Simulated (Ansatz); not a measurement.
PBE against PBEsol: hypothetical Fddd WSi2, pressure 7.5 GPa

Start from WSi2 (space group Fddd, No. 70; a = 4.591 Å, b = 7.948 Å, c = 8.973 Å; a hypothetical phase, not in the database extracts checked).

(Cell as relaxed with PBE.)

Levels (all Ansatz, a first-principles code, PAW): PBE (420 eV, without spin-orbit coupling); PBEsol (420 eV, no SOC).

Each level relaxes its own structure.

```csv
base,PBE,PBEsol
volume per atom,13.64 Å³,13.33 Å³
band gap,zero,zero
```

It is then changed as follows: a hydrostatic pressure of 7.5 GPa.

| quantity | PBE | PBEsol |
|---|---|---|
| volume per atom | 13.21 Å³ | ___ |
| band gap | zero | ___ |

**Question.** Predict the PBEsol column.

**Answer.** 
- volume per atom, PBEsol: 12.93 Å³
- band gap, PBEsol: zero

PBE's volume per atom lies 0.28 Å³ above PBEsol's (2.2 %); the two agree on the band gap. Neither level is exact; PBEsol is the comparison here, not a measurement.

Load acts through the strain it causes; cell and atoms are relaxed under it. Whether these cells are dynamically stable was not tested. No other phases were tried under pressure. The final runs are not spin-polarised.
